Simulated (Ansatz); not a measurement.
Consider Al$_{2}$O$_{3}$ in the corundum structure (space group R-3c, No. 167; a = 4.809 Å, c = 13.124 Å (hexagonal axes)).

Computed with PBE (Ansatz, a program for electronic structure), scalar-relativistic without spin-orbit coupling.

Base values:

| Quantity | Result |
|---|---|
| Electron mass | 0.38 mₑ along c, 0.36 mₑ across (at Γ) |
| Band gap | 5.85 eV |

Now apply this change: every lattice vector is shortened by 1.50 %, atoms relaxed at fixed cell.

Problem. How does this affect the electron mass?

Solution. The electron mass changes from 0.38 mₑ along c, 0.36 mₑ across (at Γ) to 0.41 mₑ along c, 0.38 mₑ across (at Γ).

Problem. Predict the new band gap.

Solution. The band gap rises by 0.56 eV (5.85 eV → 6.41 eV).

Problem. Estimate the effect on the energy relative to the base.

Solution. The energy rises by 13 meV/atom.

The cells carry an imposed strain or load. Masses are band curvatures over ±0.01 Å⁻¹ around the edge. Whether these cells are dynamically stable was not tested.
